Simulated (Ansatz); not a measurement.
Here is the system:

```yaml
crystal:
  lattice:
    - [3.18893, 0.00000, 0.00000]
    - [-1.59447, 2.76169, 0.00000]
    - [0.00000, 0.00000, 5.19236]
  atoms:
    - { symbol: Ga, position: [0.66667, 0.33333, 0.49908] }
    - { symbol: Ga, position: [0.33333, 0.66667, 0.99908] }
    - { symbol: N, position: [0.66667, 0.33333, 0.87592] }
    - { symbol: N, position: [0.33333, 0.66667, 0.37592] }
```

Space group of this cell: P6_3mc, wurtzite. The cell is taken as given; by r2SCAN its mean pressure is -1.0 GPa.

Computed with r2SCAN (plane waves, PAW; Ansatz, an electronic-structure program).

The current runs along the normal of the first two printed vectors; no spin-orbit coupling. Scaled by the factor s: both lengths across the current (ions clamped). Meshes 12×12×6 and 12×12 across the current in all rows.

```json
[
 {"s": "0.98", "mean pressure (GPa)": "7.6", "band gap (eV)": "2.53"},
 {"s": "1.00", "mean pressure (GPa)": "-1.0", "band gap (eV)": "2.31"},
 {"s": "1.02", "mean pressure (GPa)": "-7.9", "band gap (eV)": "?"}
]
```

**Question.** Take the slope of the band gap against ln s from the two given rows, extrapolate to s = 1.02, and say what the run there gives.

**Answer.** Slope = (2.53 − 2.31) / ln 0.98 = -10.9 eV. The line gives 2.31 + (-10.9) × ln 1.02 = 2.09 eV. The run gives 2.05 eV, 0.04 eV under the line, 21 % of the predicted step.
